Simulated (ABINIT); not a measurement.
ABINIT run on SrAsPt (P6_3/mmc, 6 atoms in the cell): self-consistent single point.

Method: LDA (PW92), norm-conserving pseudopotentials (PseudoDojo nc-sr-04 LDA standard) (plane waves; ABINIT).

The change in words: lattice scaled by 0.98. Reference geometry:
```
CELL_PARAMETERS angstrom
      4.28518     0.00000     0.00000
     -2.14259     3.71108     0.00000
      0.00000     0.00000     9.12241
ATOMIC_POSITIONS crystal
  Sr 0.00000 0.00000 0.50000
  Sr 0.00000 0.00000 0.00000
  As 0.33333 0.66667 0.75000
  As 0.66667 0.33333 0.25000
  Pt 0.33333 0.66667 0.25000
  Pt 0.66667 0.33333 0.75000
```

Reference input (self-consistent single point, DFT, LDA (PW92), plane waves, norm-conserving pseudopotentials (PseudoDojo nc-sr-04 LDA standard)): pseudos = [Sr.upf, As.upf, Pt.upf]; ecut = 42 Ha; ixc = 7; occopt = 3; tsmear = 0.1 eV; ngkpt = 7 7 3; nshiftk = 1; shiftk = 0 0 0; potentials = PseudoDojo nc-sr-04 LDA standard; nband = 54; kptopt = 1; nstep = 80. This run's input differs from it in these lines:

```diff
@@ -3,6 +3,6 @@
 pseudos "Sr.upf, As.upf, Pt.upf"
-acell 8.0978239312 8.0978239312 17.2388621657
+acell 7.9358666701 7.9358666701 16.8940854137
 rprim
-         1.0000000000    0.0000000064    0.0000000000
-        -0.5000000055    0.8660254006    0.0000000000
+         1.0000000000    0.0000000116    0.0000000000
+        -0.5000000100    0.8660253980    0.0000000000
          0.0000000000    0.0000000000    1.0000000000
@@ -13,8 +13,8 @@
 xcart
-         0.0000000000    0.0000000000    8.6194310829
+         0.0000000000    0.0000000000    8.4470427069
          0.0000000000    0.0000000000    0.0000000000
-        -0.0000000298    4.6752808265   12.9291466243
-         4.0489119507    2.3376404391    4.3097155414
-        -0.0000000298    4.6752808265    4.3097155414
-         4.0489119507    2.3376404391   12.9291466243
+        -0.0000000530    4.5817747583   12.6705640603
+         3.9679333086    2.2908874250    4.2235213534
+        -0.0000000530    4.5817747583    4.2235213534
+         3.9679333086    2.2908874250   12.6705640603
 ecut 42 Ha
```

Log, with long lists cut:

```
--- !BeginCycle
solver: {iscf: 7, nstep: 80, nline: 4, wfoptalg: 0, }
tolerances: {tolvrs: 1.00E-12, }
...

     iter   Etot(hartree)      deltaE(h)  residm     vres2
 ETOT  1  -538.72272541238    -5.387E+02 1.201E+00 4.012E+03
 ETOT  2  -540.93950869256    -2.217E+00 7.165E-02 9.540E+03
 ETOT  3  -542.00388889248    -1.064E+00 1.105E-02 9.815E+02
 ETOT  4  -542.04234290905    -3.845E-02 9.275E-03 5.610E+02
 ETOT  5  -542.06988559109    -2.754E-02 3.627E-03 2.478E+02
   [... 6 lines left out ...]
 ETOT 12  -542.09268122146    -2.501E-12 1.114E-03 3.833E-08
 ETOT 13  -542.09268122147    -1.285E-11 7.340E-04 1.736E-09
 ETOT 14  -542.09268122148    -5.571E-12 7.976E-04 8.977E-12
 ETOT 15  -542.09268122147     3.979E-12 5.370E-04 2.526E-13
 At SCF step   15       vres2   =  2.53E-13 < tolvrs=  1.00E-12 =>converged.

 Cartesian components of stress tensor (hartree/bohr^3)
  sigma(1 1)=  1.24437475E-05  sigma(3 2)=  0.00000000E+00
  sigma(2 2)=  1.24437470E-05  sigma(3 1)=  0.00000000E+00
  sigma(3 3)=  5.37313955E-05  sigma(2 1)= -7.17881787E-13

 ----iterations are completed or convergence reached----

 reduced coordinates (array xred) for    6 atoms
       0.000000000000      0.000000000000      0.500000000001
       0.000000000000      0.000000000000      0.000000000001
       0.333333333333      0.666666666667      0.750000000001
       0.666666666667      0.333333333333      0.250000000001
       0.333333333333      0.666666666667      0.250000000001
       0.666666666667      0.333333333333      0.750000000001
 cartesian forces (eV/Angstrom) at end:
   [... lines left out ...]
 Fermi (or HOMO) energy (hartree) =   0.30970   Average Vxc (hartree)=  -0.41384
 Fermi (or HOMO) energy (eV) =   8.42725   Average Vxc (eV)= -11.26112
   [... lines left out ...]
total_energy        : -5.42092681221472E+02
total_energy_eV     : -1.47510920364141E+04
band_energy         : -5.47313159903346E+01
...

-Cartesian components of stress tensor (GPa)         [Pressure= -7.7102E-01 GPa]
- sigma(1 1)=  3.66107630E-01  sigma(3 2)=  0.00000000E+00
- sigma(2 2)=  3.66107616E-01  sigma(3 1)=  0.00000000E+00
- sigma(3 3)=  1.58083197E+00  sigma(2 1)= -2.11208078E-08

 Calculation completed.
```

The run converged in 15 iterations. Against the reference run the free energy goes down by 29.1 meV/atom and the pressure goes from -5.51 to -0.77 GPa.

The starting cell comes from a database of computed structures (which also holds hypothetical and non-ambient phases and stackings), without a prior relaxation at this level. Its lattice was rescaled by a random factor within 2.5 % of one. For this run, on top of that: lattice scaled by 0.98. Spin polarisation is off.

Cost on one core of a shared machine: roughly 9 min.
